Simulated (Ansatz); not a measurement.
Reference: monolayer PbI2, PBE, rigid bands (plane waves, PAW, scalar-relativistic; Ansatz, a first-principles code); axes and stresses refer to this cell.

```xyz
3
Lattice="4.6699 0.0000 0.0000 -2.3349 4.0442 0.0000 0.0000 0.0000 19.7422" Properties=species:S:1:pos:R:3 pbc="T T T"
Pb     0.0000     0.0000     9.8711
I      0.0000     2.6962    11.7322
I      2.3349     1.3481     8.0100
```

The electron conductivity mass is 0.30 mₑ, the hole conductivity mass comes out as 1.53 mₑ and the band gap comes out as 2.52 eV.

```json
[
 {"Change": "biaxial strain +1 % with spin-orbit coupling", "electron conductivity mass": "0.35 mₑ", "hole conductivity mass": "2.2 mₑ", "band gap": "1.74 eV"},
 {"Change": "biaxial strain +2 % with spin-orbit coupling", "electron conductivity mass": "0.35 mₑ", "hole conductivity mass": "(withheld)", "band gap": "1.72 eV"},
 {"Change": "biaxial strain +5 % with spin-orbit coupling", "electron conductivity mass": "0.37 mₑ", "hole conductivity mass": "2.6 mₑ", "band gap": "1.60 eV"},
 {"Change": "biaxial strain -1 % with spin-orbit coupling", "electron conductivity mass": "0.35 mₑ", "hole conductivity mass": "1.86 mₑ", "band gap": "(withheld)"},
 {"Change": "biaxial strain -2 % with spin-orbit coupling", "electron conductivity mass": "0.36 mₑ", "hole conductivity mass": "(withheld)", "band gap": "1.80 eV"}
]
```

### Question
Fill in the missing entries.

### Answer

- biaxial strain +2 % with spin-orbit coupling, hole conductivity mass: 2.4 mₑ
- biaxial strain -1 % with spin-orbit coupling, band gap: 1.78 eV
- biaxial strain -2 % with spin-orbit coupling, hole conductivity mass: 1.73 mₑ

Masses are for dilute carriers at 300 K, harmonic means over directions unless an axis is named. Spin-orbit coupling is left out unless a row names it; without it the gap and masses of crystals with these elements can be far off. The structure type is held under load, also where the real crystal would transform.
